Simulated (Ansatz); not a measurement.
## Al2O3: energy against strain

Al2O3 (corundum, R-3c, 8.323 Å³/atom at rest, c along z) under a strain ε along c (axis z), the other axes held. LDA in Ansatz, a plane-wave DFT program (PAW, default set), 420 eV, 9×9×9 Γ-centred mesh, Fermi-Dirac smearing 0.05 eV; ions are relaxed within the symmetry of each cell.

Here s stands for strain and y for E less E0.

```csv
strain (%),E less E0 (meV/atom)
-1.50,2.95
-0.75,0.75
0.00,0.00
0.75,0.74
1.50,2.87
3.00,?
```

Problem. Using a parabola, estimate the missing y at s = 3.00 from the other rows, showing the fit.

Solution. Least squares gives y = 0.012 - 0.0227·s + 1.2889·s². Residuals (row less fit): 0.004, -0.004, -0.012, 0.020, -0.008; standard error 0.018 (degrees of freedom: 2). Twice the quadratic coefficient over the volume, 2 × 1.2889 meV × 10⁴ × 0.1602 / 8.323 Å³, is the elastic constant C33 = 496 ± 3 GPa. At the withheld row, y = 0.012 - 0.0227 × 3.00 + 1.2889 × 3.00² = 11.544 meV/atom. The calculation gives 11.20 meV/atom, 0.344 meV/atom below the prediction (3.1 % of the range of y in the table). The row lies outside the fitted rows, so this is an extrapolation. From the scatter of the fitted rows alone, a prediction at this place has a standard error of 0.073 meV/atom, so the miss is 4.7 times that.

One order more, fitted to all 9 runs of the series, follows each within 0.02, so the miss is the next term of a smooth law. Rows are the converged runs of the series near zero and its far end; series whose fitted rows scatter by over a few per cent of the range, as at a crossing or softening among them, aren't shown in this form. Most that stay on the fit to the last digits aren't either.
